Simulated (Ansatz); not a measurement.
The parent structure is AlN in the rock salt structure (space group Fm-3m, No. 225; a = 4.045 Å; a model cell, its experimental status unchecked). Axes: x, y, z lie along the cube axes.

Modification: biaxial strain +3.56 %, plane normal [001], relaxed out of plane (Cartesian); in-plane vectors clamped, the third vector and the atoms free.

Levels (all Ansatz, a first-principles code, PAW): PBEsol (420 eV, spin-orbit coupling left out); r2SCAN (500 eV, no SOC); HSE06 (420 eV, no spin-orbit coupling).

One geometry, relaxed with PBEsol, under each level:

```json
[
 {"level": "PBEsol", "band gap": "3.70 eV", "lowest conduction level above the VBM at special points": "M 3.70 eV; X 4.19 eV; S 4.76 eV; S₀ 4.76 eV", "electron mass": "0.51 mₑ along k, 0.34 mₑ across (at M)", "pressure": "-94.2 kbar"},
 {"level": "r2SCAN", "band gap": "4.60 eV", "lowest conduction level above the VBM at special points": "M 4.60 eV; X 5.08 eV; S 5.66 eV; S₀ 5.66 eV", "electron mass": "0.50 mₑ along k, 0.35 mₑ across (at M)", "pressure": "-112.1 kbar"},
 {"level": "HSE06", "band gap": "…", "lowest conduction level above the VBM at special points": "…", "electron mass": "–", "pressure": "–"}
]
```

Q: Give the withheld HSE06 results.

A: 
- HSE06, band gap: 5.10 eV
- HSE06, lowest conduction level above the VBM at special points: M 5.10 eV; X 5.60 eV; S 6.18 eV; Γ 6.25 eV

Single points use the geometry relaxed with PBEsol. Their cutoffs differ, which shifts pressures a little. HSE06 was sampled on its mesh, a few special points and the semilocal edge points, so its gap is an upper bound. Masses are band curvatures over ±0.01 Å⁻¹ around the edge. Along k means along the line from Γ to the band edge. Stability against distortions was not tested. The base started in P3_121 and relaxed to Fm-3m at this level. This is not the structure that AlN has at room temperature and ambient pressure. Labels are those of the standard path for the cell's own space group.
